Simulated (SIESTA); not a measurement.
A self-consistent single point of Co2As (P-6m2, 3 atoms in the cell) with SIESTA.

Computed with LDA PW92, numerical atomic orbitals DZP, PseudoDojo LDA standard norm-conserving potentials (rewritten from UPF to PSML) in SIESTA 5.4.2.

```
CELL_PARAMETERS angstrom
      3.84943     0.00000     0.00000
     -1.92471     3.33370     0.00000
      0.00000     0.00000     2.71385
ATOMIC_POSITIONS crystal
  Co 0.66667 0.33333 0.00000
  Co 0.33333 0.66667 0.50000
  As 0.00000 0.00000 0.50000
```
Moments meant for the start (each program seeds them in its own way; μB, in the order of the atoms Co Co As): 3.0 3.0 0.0.

Reference input (self-consistent single point, DFT, GGA PBEsol, numerical atomic orbitals DZP, PseudoDojo PBEsol standard norm-conserving potentials (rewritten from UPF to PSML)): XC.functional = GGA; XC.authors = PBEsol; potentials = PseudoDojo PBEsol standard; PAO.BasisSize = DZP; PAO.EnergyShift = 0.01 Ry; MeshCutoff = 400 Ry; kgrid.MonkhorstPack = 7 7 8; OccupationFunction = FD; ElectronicTemperature = 0.1 eV; Spin = polarized; DM.InitSpin = [1 +3.00, 2 +3.00, 3 +0.00]; MaxSCFIterations = 150. This run's input differs from it in these lines:

```diff
@@ -1,2 +1,2 @@
-# files in the folder: Co.psml As.psml (PseudoDojo PBEsol standard)
+# files in the folder: Co.psml As.psml (PseudoDojo LDA standard)
 SystemName  Co2As
@@ -23,4 +23,4 @@
 
-XC.functional                GGA
-XC.authors                   PBEsol
+XC.functional                LDA
+XC.authors                   PW92
 PAO.BasisSize                DZP
```

Log, with long lists cut:

```
        iscf     Eharris(eV)        E_KS(eV)     FreeEng(eV)     dDmax    Ef(eV) dHmax(eV)
   scf:    1   -11158.889697   -11188.410498   -11188.511724  0.456328 -1.521125 16.751009
     spin moment: {S} , |S| = {        0.0        0.0    3.50321 }     3.50321
   scf:    2   -11197.762851   -11194.378607   -11194.479792  0.134222 -2.345827 10.328930
     spin moment: {S} , |S| = {        0.0        0.0    3.11687 }     3.11687
   scf:    3   -11195.400027   -11196.037152   -11196.153471  0.126378 -2.942198  6.881651
     spin moment: {S} , |S| = {        0.0        0.0    2.87846 }     2.87846
   [... lines left out ...]
     spin moment: {S} , |S| = {        0.0        0.0    1.41185 }     1.41185
   scf:   17   -11197.400107   -11197.400119   -11197.529734  0.000028 -3.843239  0.000517
     spin moment: {S} , |S| = {        0.0        0.0    1.41170 }     1.41170
   scf:   18   -11197.400079   -11197.400099   -11197.529734  0.000061 -3.843241  0.000182
     spin moment: {S} , |S| = {        0.0        0.0    1.41172 }     1.41172
   scf:   19   -11197.400098   -11197.400099   -11197.529734  0.000003 -3.843241  0.000200
     spin moment: {S} , |S| = {        0.0        0.0    1.41173 }     1.41173
SCF Convergence by DM+H criterion
max |DM_out - DM_in|         :     0.0000032730
max |H_out - H_in|      (eV) :     0.0001998669
SCF cycle converged after 19 iterations

Using DM_out to compute the final energy and forces

siesta: E_KS(eV) =           -11197.4001

siesta: E_KS - E_eggbox =    -11197.4001

siesta: Atomic forces (eV/Ang):
     1   -0.000021    0.000012   -0.000000
     2    0.000048   -0.000029    0.000000
     3   -0.000026    0.000016   -0.000000
   Tot    0.000001   -0.000001    0.000000
   Max    0.000048
   Res    0.000023    sqrt( Sum f_i^2 / 3N )
   Max    0.000048    constrained

Stress tensor Voigt[x,y,z,yz,xz,xy] (kbar):       -4.82       -4.82      -12.54        0.00        0.00        0.00
(Free)E + p*V (eV/cell)   -11197.3691
Target enthalpy (eV/cell)   -11197.5297

   [... lines left out ...]
siesta: FreeEng =    -11197.529734
siesta: Cell volume =         34.826364 Ang**3
siesta:           7.39207085          7.39347547  kBar
   [... lines left out ...]
              1.004   1.008   1.003   1.008   1.004   0.139   0.120   0.109

              0.120   0.139

mulliken: Qtot =       23.794

Mulliken Atomic Populations:
Atom #   charge [q] valence [e]      Sz [e]  Species
     1     0.479094   16.520906    0.923673  Co
     2     0.499425   16.500575    0.567182  Co
     3    -0.978518   15.978518   -0.079121  As
 Total     0.000000                1.411734
```

The run converged in 19 iterations. Against the reference run the pressure goes from 7.58 to 0.74 GPa and the size of the net moment goes from 0.52 to 0.47 μB/atom.

The starting cell comes from a database of computed structures (which also holds hypothetical and non-ambient phases and stackings), without a prior relaxation at this level. Its lattice was rescaled by a random factor within 2.5 % of one. The magnetic order is the one reached from the typed start; others were not searched systematically. Values carry the incompleteness of an atom-centred basis.

Cost on one core of a shared machine: roughly 90 s.
